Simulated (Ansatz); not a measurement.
Base system: La$_{2}$O$_{3}$ (space group P-3m1, No. 164).

```
La2O3
1.0
    3.93527     0.00000     0.00000
   -1.96764     3.40805     0.00000
    0.00000     0.00000     6.12627
La O
2 3
Direct
  0.33333   0.66667   0.24614
  0.66667   0.33333   0.75386
  0.00000   0.00000   0.00000
  0.33333   0.66667   0.64612
  0.66667   0.33333   0.35388
```

Cartesian axes are those of the cell as printed.

All numbers come from r2SCAN, PAW, 500 eV (Ansatz, an electronic-structure program; no SOC).

For the base:

Pressure: 0.0 kbar
Band gap: 4.23 eV

One thing is altered: tensile biaxial strain of 1.01 % in the plane normal to [001], as in epitaxy on a mismatched substrate; the out-of-plane cell vector and the atoms relax.

Q: What does the calculation give for the pressure after the change?

A: The pressure (mean of the normal stresses, compression positive) goes from zero to -14.8 kbar.

Q: What does the calculation give for the band gap after the change?

A: The band gap decreases by 0.114 eV (4.23 eV → 4.11 eV).

Q: What happens to the ratio −ε⊥/ε∥?

A: The ratio −ε⊥/ε∥ amounts to 1.28.

No phonon test of stability was made.
